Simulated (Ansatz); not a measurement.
The parent structure is TaC in the rock salt structure (space group Fm-3m, No. 225; a = 4.4759 Å).

Calculations: PBE (Ansatz, a program for electronic structure; PAW; 420 eV plane waves; no spin-orbit coupling), earlier PAW set.

Base values:

```
Property                  Value
-------------------  ----------
Lattice parameter a  8.458 bohr
```

Modification: full substitution C → Be, then cell and atoms are relaxed.

Q: What happens to the lattice parameter a?

A: The lattice parameter a increases by 0.6194 bohr to 9.078 bohr.

Stability against distortions was not tested. As relaxed here, TaBe is a hypothetical phase, not in the database extracts checked. All final runs are without spin polarisation. An odd electron count without spin: TaBe and TaC.
